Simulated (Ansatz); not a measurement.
# Hypothetical fluorite BeBr2: pressure 9 GPa

Start from BeBr2 in the fluorite structure (space group Fm-3m, No. 225; a = 6.485 Å; a hypothetical phase, not in the database extracts checked).

Modification: cell and atoms relaxed at a pressure of 9 GPa.

Level of theory: PBE in Ansatz (plane waves to 420 eV, PAW, no spin-orbit coupling). k-mesh 9×9×9 (Γ-centred); smearing 0.05 eV (Fermi–Dirac).

```tsv
quantity	base	changed	shift
volume per atom	22.72 Å³	19.79 Å³	-2.935 Å³
density	4.11 g/cm³	4.72 g/cm³	+0.61 g/cm³
shortest interatomic distance	2.808 Å	2.681 Å	-0.127 Å
enthalpy H = E + PV relative to the base's energy	–	+1.18 eV/atom	–
band gap	0.23 eV	0.51 eV	+0.28 eV
gap character	indirect, X → Γ	direct at X	–
width of the top valence band	2.72 eV	3.46 eV	+0.74 eV
electron mass	0.17 mₑ (at Γ)	1.6 mₑ along k, 0.41 mₑ across (at X)	–
hole mass	0.28 mₑ along k, 2.5 mₑ across (at X)	0.24 mₑ along k, 2.0 mₑ across (at X)	–
valley order (the lowest conduction-band minima on the path, energy above the VBM, named in the base's zone)	Γ 0.23 eV; X along ⟨100⟩ 0.97 eV	X along ⟨100⟩ 0.51 eV; Γ 0.55 eV	–
```

Final structure:

```yaml
crystal:
  lattice:
    - [0.00000, 3.09631, 3.09631]
    - [3.09631, 0.00000, 3.09631]
    - [3.09631, 3.09631, 0.00000]
  atoms:
    - { symbol: Be, position: [0.00000, 0.00000, 0.00000] }
    - { symbol: Br, position: [0.25000, 0.25000, 0.25000] }
    - { symbol: Br, position: [0.75000, 0.75000, 0.75000] }
```

Cost of the whole job for the changed cell (relaxation, final SCF and bands): very roughly 16 core-seconds.

Load acts through the strain it causes; cell and atoms are relaxed under it. Effective masses come from finite differences of ±0.01 Å⁻¹. Along k means along the line from Γ to the band edge. No phonon test of stability was made. No other phases were tried under pressure. A zero or small gap of BeBr2 can be the functional's error rather than a property of the material.

Ansatz is a first-principles code.
